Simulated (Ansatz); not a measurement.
**SnSe (model structure, started from the zincblende type, F-43m, No. 216, 2 atoms in the cell)**

Level of theory: LDA (Ansatz, a first-principles code, plane waves, PAW).

Numerical settings: plane-wave cutoff 520 eV, 16×16×16 k mesh, Fermi–Dirac smearing 0.05 eV, scalar-relativistic PAW data made under PBE.

Cell (relaxed at this level):

SnSe is modelled in the cubic space group F-43m (No. 216), the zinc blende structure, Pearson symbol cF8. Cell: a = b = c = 6.5773 Å, α = β = γ = 90.00°. Se on 4c is coordinated by 4 Sn at 2.848 Å (tetrahedral). Sn on 4a has 4 Se at 2.848 Å (tetrahedral). (Neighbours: up to the widest gap in distance over summed covalent radii, below 1.35, at either atom; cation-cation and far metal-metal contacts left out.)
(The calculation used a cell of 2 atoms; values per cell refer to that cell.)

```
Item             Value
------------  --------
band gap          none
bulk modulus  34.3 GPa
```

Note: the bulk modulus is −V dP/dV from two relaxed cells at ±2 % in volume; the relaxation could raise the start's symmetry but not lower it, so the cell can be a saddle point.

Spin–orbit coupling is not included; it can open a gap where bands touch, and shift volumes and moduli.

Static lattice: no zero-point or thermal effects.

A model structure was made by putting elements into a prototype or built by hand; it is no filed structure, need not be a known phase, and can be a saddle point held by its symmetry.
